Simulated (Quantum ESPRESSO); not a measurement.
Troubleshooting Quantum ESPRESSO: a failed run on SrPSe3 (P2_1/c, 20 atoms in the cell). The aim is a self-consistent single point with DFT, PBEsol, plane waves, GBRV 1.5 ultrasoft (PBESOL) pseudopotentials.

Cell that was meant: a = 7.0835 Å, b = 7.9227 Å, c = 12.1140 Å, α = 90.00°, β = 124.27°, γ = 90.00°.

Part of the input:

```fortran
   occupations = 'smearing'
   smearing = 'marzari-vanderbilt'
   degauss = 0.019992
&ELECTRONS
   conv_thr = 1.0d-10
   mixing_beta = 0.4
/
```

Log, with long lists cut:

```
     This program is part of the open-source Quantum ESPRESSO suite
     for quantum simulation of materials; please cite

 %%%%%%%%%%%%%%%%%%%%%%%%%%%%%%%%%%%%%%%%%%%%%%%%%%%%%%%%%%%%%%%%%%%%%%%%%%%%%%
     Error in routine  read_namelists (1):
      bad line in namelist &system: "&ELECTRONS" (error could be in the previous line)
 %%%%%%%%%%%%%%%%%%%%%%%%%%%%%%%%%%%%%%%%%%%%%%%%%%%%%%%%%%%%%%%%%%%%%%%%%%%%%%

     stopping ...
```

Task: From the messages shown, name the fault and mend the input.

Result: The fault is a namelist without its closing slash. The reader runs on into the next namelist. To fix it, close the namelist. The program stopped before any SCF iteration.

The sound input it was made from differs as follows (other fixes are possible):
```diff
+/
```

With that input, the run converged in 12 iterations: free energy E − TS -11744.4454 eV; top of the valence band (on the code's own zero) 4.68 eV; gap on the k-point mesh 2.21 eV; pressure -2.74 GPa; largest force (vector length) 0.254 eV/Å (DFT, PBEsol, plane waves, GBRV 1.5 ultrasoft (PBESOL) pseudopotentials).

On the sound input: the starting cell comes from a database of published, mostly measured structures (it also holds non-ambient and calculated ones), without a prior relaxation at this level. Its lattice was rescaled by a random factor within 2.5 % of one.
